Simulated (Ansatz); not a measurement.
## rock-salt ZrN (1 1 1) on 3C silicon carbide (1 1 1) (film strained to the substrate, started from cuts of the bulks and a machine-learned relaxation; slabs C6Si6 and N4Zr4, which can lie off the formulas)

A periodic stack without vacuum, rock-salt ZrN (1 1 1) on 3C silicon carbide (1 1 1) (film strained to the substrate, started from cuts of the bulks and a machine-learned relaxation; slabs C6Si6 and N4Zr4, which can lie off the formulas): substrate slab C6Si6, film N4Zr4, surface cells [[0, -1], [1, -1]] and [[1, 0], [0, 1]], film strained by -4.7 and -4.7 %, outermost planes C/Si and N/Zr as cut, which need not be the usual terminations and can put a slab off its formula.

The start was prepared with a machine-learned potential, and the result is one local minimum, with the in-plane cell held and forces under 0.04 eV/Å; the film can end far from its bulk form.

Calculation: PBE (plane waves to 420 eV, PAW; Ansatz, a program for electronic structure). No spin–orbit coupling; the runs are not spin-polarised; PBE gaps are too small against experiment. Its k-point mesh 12×12×1, Fermi–Dirac width 0.05 eV.

- interface area = 8.3 Å²
- period = 27.10 Å
- heights between the nearest atoms of the two slabs at the two interfaces = 1.76 and 1.14 Å
- C–Zr contacts across the interfaces within 1.22 times the sum of covalent radii = 3, mean 2.12 Å
- Si–Zr contacts across the interfaces within 1.22 times the sum of covalent radii = 3, mean 3.49 Å
- N–Si contacts across the interfaces within 1.22 times the sum of covalent radii = 1, mean 1.76 Å
- estimate of the barrier = withheld, since the two interfaces are unlike
- slope of the mean potential energy in the substrate = -7.2 MV/cm × e

```
CELL_PARAMETERS angstrom
      3.09723     0.00012    -0.02876
      1.54840     2.68200    -0.05786
     -1.29895    -0.44927    27.12699
ATOMIC_POSITIONS crystal
  C  0.90395 0.46914 0.02584
  C  0.26789 0.83325 0.11807
  C  0.63233 0.19757 0.21136
  C  0.99681 0.56197 0.30467
  C  0.36125 0.92633 0.39793
  C  0.72554 0.29056 0.49073
  Si 0.92662 0.49204 0.09431
  Si 0.29109 0.85638 0.18766
  Si 0.65557 0.22076 0.28098
  Si 0.02003 0.58515 0.37429
  Si 0.38451 0.94958 0.46767
  Si 0.74912 0.31394 0.56116
  N  0.77076 0.33583 0.62622
  N  0.13604 0.70121 0.72208
  N  0.50384 0.06899 0.82533
  N  0.86972 0.43473 0.92268
  Zr 0.45273 0.01770 0.67185
  Zr 0.81981 0.38505 0.77346
  Zr 0.18736 0.75237 0.87563
  Zr 0.55659 0.12190 0.98386
```
